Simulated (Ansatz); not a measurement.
Worked sum: formation energy of Au_W in W (bcc, Im-3m)

This concerns the formation energy of Au_W in W (bcc, Im-3m). Reaction: 63 W (bcc) + Au (fcc) → cell A.

A: a supercell of 64 sites of W (bcc, Im-3m) with Au on a W site (8 W at 2.80 Å); spin state with PBE: run without spin.

Method: Ansatz (an electronic-structure program), PAW, neutral cells at 0 K with nuclei at rest, on structures from PBE. Ansatz runs with its default PAW set. Other levels take these structures. The lattices are those relaxed with PBE, so at other levels the solids can be strained, which adds to the spread. Larger cells are relaxed from a start prepared with the learned potential CHGNet, on a coarser mesh till forces fall under 0.03 eV/Å, which some starts already meet. A dispersion term (D3(BJ), or D4 for r2SCAN) was computed beside these levels and is taken off wherever the name lacks it. Spin-orbit coupling is left out. Mesh and cell size may move defect energies by 0.1 eV or more. Cell A has symmetry Im-3m within 0.02 Å and got no random move, so less symmetric positions, which may lie lower, weren't tried.

Total energies of the cells in eV, at zero smearing width. They compare only within one column; the weights balance every element.

| cell | atoms | weight | PBE | r2SCAN+D4 |
|---|---|---|---|---|
| A: W:Au_W | 64 | +1 | -667391.40820 | -668205.07439 |
| W (bcc) | 64 | −63/64 | -664628.88689 | -665440.92039 |
| Au (fcc) | 1 | −1 | -13149.32848 | -13163.72330 |

PBE: (-667391.40820) − 63/64 × (-664628.88689) − (-13149.32848) = 1.981 eV.

r2SCAN+D4: (-668205.07439) − 63/64 × (-665440.92039) − (-13163.72330) = 2.055 eV.

What follows from the PBE value: With the reservoirs of the reaction as written, and without entropy terms or charged states, the share of sites that hold the defect in equilibrium is exp(−1.98 eV/k_BT) = 1.1×10^-10 at 1000 K.
